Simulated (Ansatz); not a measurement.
# A computed series for La2O3: response to strain

Base system: La₂O₃ (space group P-3m1, No. 164; a = 3.906 Å, c = 6.039 Å). Axes: x lies along a and z along c of the hexagonal cell.

Strains are applied to the cell and any free atomic positions relax; under biaxial strain the out-of-plane vector relaxes too; under stress the whole cell relaxes.

Calculations: Ansatz (a quantum-chemistry and plane-wave program) PBEsol, no SOC, earlier PAW set.

Notes on the quantities. pressure: mean of the normal stresses, compression positive.

```csv
case,band gap,pressure,gap character
base,3.77 eV,0.01 GPa,"indirect, L → K"
"biaxial strain −2.38 %, plane normal [001], relaxed out of plane",3.69 eV,4.10 GPa,"indirect, K → M"
"biaxial strain +0.13 %, plane normal [001], relaxed out of plane",3.76 eV,-0.21 GPa,"indirect, L → K"
"biaxial strain +1.95 %, plane normal [001], relaxed out of plane",3.58 eV,-2.79 GPa,"indirect, L → K"
isotropic strain −4.04 %,3.68 eV,___,"indirect, K → M"
isotropic strain −3.31 %,3.73 eV,___,"indirect, K → M"
uniaxial strain ε_yy = +2.71 %,___,-3.59 GPa,"indirect, M₂ → C₂–Y₂ (17 % along)"
"uniaxial stress, 0.5 GPa compression along z",3.75 eV,–,"indirect, L → K"
tensor shear ε_yz = +1.21 %,3.75 eV,___,"indirect, D₂–A (21 % along) → C₂"
```

Task: Complete the table.

Result: 
- isotropic strain −4.04 %, pressure: 21.14 GPa
- isotropic strain −3.31 %, pressure: 16.43 GPa
- uniaxial strain ε_yy = +2.71 %, band gap: 3.66 eV
- tensor shear ε_yz = +1.21 %, pressure: 0.08 GPa

Beyond what the load breaks, stability against distortions was not tested. Labels are those of the standard path for the cell's own space group.
